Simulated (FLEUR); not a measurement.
FLEUR run on MgCd3 (Imm2, 4 atoms in the cell): self-consistent single point.

Computed with PBEsol, all-electron FLAPW (FLEUR), scalar-relativistic valence.

The change in words: lattice scaled by 0.98. Reference geometry:
```
CELL_PARAMETERS angstrom
     -1.59338     5.08691     2.65903
      1.59338    -5.08691     2.65903
      1.59338     5.08691    -2.65903
ATOMIC_POSITIONS crystal
  Mg 0.66564 0.66564 0.00000
  Cd 0.16875 0.66875 0.50000
  Cd 0.74811 0.99947 0.74864
  Cd 0.25083 0.99947 0.25136
```

Reference input (self-consistent single point, DFT, PBEsol, all-electron FLAPW (FLEUR), scalar-relativistic valence): Kmax = 3.8 1/bohr; GmaxXC = 11.4 1/bohr; xcFunctional = PBEs; jspins = 1; l_soc = F; mode = hist; fermiSmearingEnergy = 0.00183747 Htr; mesh (inpgen div1-3) = 7 7 7; inpgen gamma flag = false; Gmax = 11.4 1/bohr; numbands = 0; maxIterBroyd = 15. This run's input differs from it in these lines:

```diff
@@ -3,5 +3,5 @@
 &input film=f /
--3.0110593714 9.6128591617 5.0248403469
-3.0110593714 -9.6128591617 5.0248403469
-3.0110593714 9.6128591617 -5.0248403469
+-2.9508375792 9.4206022052 4.9243428219
+2.9508375792 -9.4206022052 4.9243428219
+2.9508375792 9.4206022052 -4.9243428219
 1.0
@@ -46,5 +46,5 @@
          <bravaisMatrix>
-            <row-1>   -3.0110593714000000     9.6128591616999994     5.0248403468999996</row-1>
-            <row-2>    3.0110593714000000    -9.6128591616999994     5.0248403468999996</row-2>
-            <row-3>    3.0110593714000000     9.6128591616999994    -5.0248403468999996</row-3>
+            <row-1>   -2.9508375791999999     9.4206022051999998     4.9243428218999998</row-1>
+            <row-2>    2.9508375791999999    -9.4206022051999998     4.9243428218999998</row-2>
+            <row-3>    2.9508375791999999     9.4206022051999998    -4.9243428218999998</row-3>
          </bravaisMatrix>
```

Output, abridged:

```
 Iteration:     1   Distance:       6.25328359 me/bohr^3
 Iteration:     2   Distance:       5.55879455 me/bohr^3
 Iteration:     3   Distance:       2.84147265 me/bohr^3
 Iteration:     4   Distance:       0.81888694 me/bohr^3
 Iteration:     5   Distance:       0.60093266 me/bohr^3
   [... 9 lines left out ...]
 Iteration:    15   Distance:       0.00002029 me/bohr^3
 Iteration:    16   Distance:       0.00001835 me/bohr^3
 Iteration:    17   Distance:       0.00001006 me/bohr^3
 Iteration:    18   Distance:       0.00000341 me/bohr^3
 Reset of history
 Run finished successfully
 Stop message:
   Structural relaxation: new displacements generated

[file out, last iteration]
             iter=     19
[...]
          total density-effective poten   -2.7967278830E+04
          total charge density-energy d   -4.7242950099E+02
 Updated energy parameters for spin:           1
[...]
 fermi energy and band-weighting factors:
    0.862377

[...]
FERMIE:
          first approx. to ef    (T=0)  :   0.259184 htr   (energy of the highest occ. eigenvalue)
          number of occ. states  (T=0)  :       2049
          first approx. to seigv (T=0)  : -52.114990 htr
          sum of weights of occ. states :  32.005831
          sum of semicore charge        :   0.000000 e
FERHIS:  Fermi-Energy by histogram:
          bandgap                     :   0.000668 htr
   [... lines left out ...]
          charge neutrality (T=0)     :   0.011662    (zero if the highest occ. eigenvalue is "entirely" occupied)
     EF_NEWTON:  Adjust Fermi-Energy by Newton-Method.
 Direct bandgap for spin            1 :    6.2400141421792843E-003  Htr
 ---->    free energy=                    -16980.2164458737 htr
   [... lines left out ...]
 TOTAL FORCE FOR ATOM TYPE=  1  X=  0.000   Y=  0.000   Z= -3.293
                       FX_TOT= 0.000000 FY_TOT= 0.000000 FZ_TOT=-0.000163
 TOTAL FORCE FOR ATOM TYPE=  2  X=  0.000   Y=  9.421   Z= -3.262
                       FX_TOT= 0.000000 FY_TOT= 0.000000 FZ_TOT=-0.000004
 TOTAL FORCE FOR ATOM TYPE=  3  X=  0.000   Y= -4.736   Z= -0.005
                       FX_TOT= 0.000000 FY_TOT= 0.000471 FZ_TOT= 0.000084
```

The run converged in 18 iterations. FLEUR gives forces in its relaxation mode, with a further iteration, so its stop message speaks of a relaxation. Against the reference run the free energy goes down by 3.7 meV/atom.

The starting cell comes from a database of computed structures (which also holds hypothetical and non-ambient phases and stackings), without a prior relaxation at this level. Its lattice was rescaled by a random factor within 2.5 % of one. For this run, on top of that: lattice scaled by 0.98. Values depend on the basis (sphere radii, cutoffs, local orbitals), which need not be converged. The log's line on a gap gives a spacing of levels on this mesh, which the program prints for metals too.

Cost on one core of a shared machine: roughly 4 min.
